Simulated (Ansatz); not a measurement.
Where the default PAW files enter, the runs use the earlier of Ansatz's two default sets.

Inside the gap of an insulator the Bloch states are evanescent, with a wavenumber k + iκ along the transport direction.

Given:

```
CELL_PARAMETERS angstrom
      4.89745     0.00000     0.00000
      2.44873     4.61573     0.00000
      2.44873     1.29909     4.03747
ATOMIC_POSITIONS crystal
  Ga 0.85559 0.43323 0.85559
  Ga 0.14441 0.56677 0.14441
  Ga 0.64441 0.06677 0.64441
  Ga 0.35559 0.93323 0.35559
  O  0.05316 0.75000 0.75000
  O  0.94684 0.25000 0.25000
  O  0.44684 0.75000 0.05316
  O  0.55316 0.25000 0.94684
  O  0.75000 0.75000 0.44684
  O  0.25000 0.25000 0.55316
```

Space group of this cell: R-3c, corundum. The cell is strained (all lengths scaled by 0.98); by r2SCAN its mean pressure is 14.5 GPa.

Transport runs along the normal of the first two printed cell vectors, the (101) plane of the conventional cell.

No gap correction and no spin-orbit coupling; mid-gap values are interpolated between computed energies.

Question: Compute, with r2SCAN (Ansatz, a quantum-chemistry and plane-wave program), the band gap and the smallest decay constant κ at mid-gap.

Answer: Gap 4.21 eV on a 8×8×8 mesh; κ = 0.291 1/Å, at the zone centre.
